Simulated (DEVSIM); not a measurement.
Device: abrupt Si p-n junction, at 300 K.

```csv
layer (left to right),material,thickness (μm),Nd (cm⁻³),Na (cm⁻³),τn (s),τp (s)
1,Si,38.0,-,1.5e15,1e-6,1e-6
2,Si,3.90,6.2e15,-,1e-6,1e-6
```

Left contact: ohmic. Right contact: ohmic. Voltage is applied to the left contact. Recombination: SRH at mid-gap, radiative. Mobility is μmin + (μ − μmin)/(1 + (N/Nref)^α).

The device is made up for the run: typed textbook-type constants, with dimensions and the other settings drawn at random. Values at 300 K.

| parameter | Si |
|---|---|
| gap (eV) | 1.124 |
| affinity (eV) | 4.05 |
| permittivity | 11.7 |
| Nc (cm⁻³) | 2.86e19 |
| Nv (cm⁻³) | 3.1e19 |
| μn (cm²/Vs) | 1417 |
| μp (cm²/Vs) | 470 |
| μn,min | 52 |
| μp,min | 45 |
| Nref,n | 9.7e16 |
| Nref,p | 2.2e17 |
| αn | 0.68 |
| αp | 0.72 |
| B (cm³/s) | 4.7e-15 |

Model (solved in DEVSIM): 1D drift-diffusion, Boltzmann statistics, complete ionisation; no tunnelling, impact ionisation, image-force lowering or self-heating.

**Question.** Give the dark forward current.

**Answer.** 
(V (V), J (A/cm²)): (0.05, 1.3e-8); (0.10, 5.3e-8); (0.15, 2.0e-7); (0.20, 8.8e-7); (0.30, 2.7e-5); (0.35, 0.00018); (0.40, 0.0012); (0.45, 0.0080); (0.50, 0.053); (0.55, 0.32); (0.60, 1.4); (0.70, 8.8); (0.75, 16); (0.80, 26); (0.85, 39); (0.90, 54); (0.95, 72); (1.05, 120); (1.10, 140); (1.15, 170); (1.20, 200); (1.25, 240); (1.30, 270); (1.35, 310); (1.45, 400); (1.50, 450); (1.55, 500); (1.60, 550)
